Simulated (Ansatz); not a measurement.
## CdTe under load (space group F-43m): band-edge transport data

Here is the system:

```
CdTe
1.0
    0.00000     3.23207     3.23207
    3.23207     0.00000     3.23207
    3.23207     3.23207     0.00000
Cd Te
1 1
Direct
  0.00000   0.00000   0.00000
  0.25000   0.25000   0.25000
```

The numbers are results of r2SCAN with spin-orbit coupling, rigid bands (plane waves, PAW; Ansatz, an electronic-structure program), not measurements. Condition of this run: hydrostatic pressure of 0.5 GPa (compression positive) (the target of the relaxation). Geometry: cell and atoms relaxed with PBEsol, then loaded as said.

band gap: 1.04 eV
electron conductivity mass (300 K, dilute): 0.101 mₑ
hole conductivity mass (300 K, dilute): 0.53 mₑ
effective density of states N_c (300 K): 7.3e17 cm⁻³
effective density of states N_v (300 K): 1.8e19 cm⁻³
density-of-states mass, electrons: 0.095 mₑ
density-of-states mass, holes: 0.81 mₑ
Seebeck coefficient, n-type 1e19 cm⁻³, 300 K: -65 μV/K
Seebeck coefficient, p-type 1e19 cm⁻³, 300 K: 270 μV/K
best p-type power factor at 300 K for τ = 10 fs (best axis; densities from 1e16 to 1e21 cm⁻³ tried, whether or not they can be reached): 5.6 μW/(cm·K²) at 1e20 cm⁻³

Rigid bands; masses and Seebeck coefficients take one relaxation time τ for all states and one kind of carrier; polarons and phonon drag are left out. Geometry: cell and atoms relaxed with PBEsol.
